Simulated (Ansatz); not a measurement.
AlB2-type ZrB2, treated with LDA (plane waves, PAW; Ansatz, a quantum-chemistry and plane-wave program).

Numerical settings: plane-wave cutoff 520 eV, 24×24×18 k mesh (along the axes of the cell as run), Fermi–Dirac smearing 0.084 eV (set by the program), scalar-relativistic PAW data made under PBE.

Computed at the level's own relaxed cell.

Question: What does this level give for the Young modulus, elastic constant C44, Voigt–Reuss–Hill bulk modulus, elastic constant C12, Poisson ratio, elastic constant C11, elastic constant C13, elastic constant C33 and elastic constant C66?

Answer: 
- Young modulus = 570 GPa
- elastic constant C44 = 276 GPa
- Voigt–Reuss–Hill bulk modulus = 261 GPa
- elastic constant C12 = 60.5 GPa
- Poisson ratio = 0.136
- elastic constant C11 = 606 GPa
- elastic constant C13 = 137 GPa
- elastic constant C33 = 472 GPa
- elastic constant C66 = 273 GPa

Measured, for comparison: elastic constant C12 57 GPa, elastic constant C11 568 GPa, elastic constant C13 121 GPa, elastic constant C33 441 GPa (room temperature, no zero-point or thermal correction; as tabulated in Zhang et al. (2020), arXiv:1911.03307). Computed (rounded) less measured: elastic constant C12 +6 %, elastic constant C11 +7 %, elastic constant C13 +13 %, elastic constant C33 +7 %. A static lattice is as a rule a little smaller and stiffer than an uncorrected measurement, which narrows the difference in the elastic constant C12, elastic constant C11, elastic constant C33 and would widen misses of the other sign.

Elastic constants are with the ions relaxed.

Static lattice: no zero-point or thermal effects.

It cost about 10 core-minutes (a rough figure) of CPU time.
